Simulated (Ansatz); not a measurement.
The starting structures come from a database of crystals and need not be the phases stable at ambient conditions.

 Where the default PAW files enter, the runs use the earlier of Ansatz's two default sets.

The decay constant κ of evanescent states in the gap governs leakage through a thin film.

Input:

```xyz
12
Lattice="4.8322 0.0000 0.0000 2.3305 4.3160 0.0000 0.0000 0.0000 8.0161" Properties=species:S:1:pos:R:3 pbc="T T T"
Si     2.8369     1.5084     7.5174
Si     4.3257     2.8076     3.5093
Si     1.9422     1.3216     4.5184
Si     5.2204     2.9943     0.5103
O      4.0275     2.5474     7.5854
O      3.1352     1.7686     3.5774
O      2.4086     1.3355     6.0176
O      4.7540     2.9804     2.0096
O      5.5496     2.3051     4.3721
O      1.6130     2.0108     0.3641
O      3.8176     4.1841     4.0986
O      3.3450     0.1319     0.0905
```

Space group of this cell: P2_1. The cell is strained (all lengths scaled by 0.98); by r2SCAN its mean pressure is 12.0 GPa.

Transport runs along the normal of the first two printed cell vectors.

No gap correction and no spin-orbit coupling; mid-gap values are interpolated between computed energies.

Task: State the band gap and the smallest decay constant κ at mid-gap according to r2SCAN run with Ansatz (an electronic-structure program).

Result: Gap 6.60 eV on a 8×8×4 mesh; κ = 0.541 1/Å, at the zone centre.
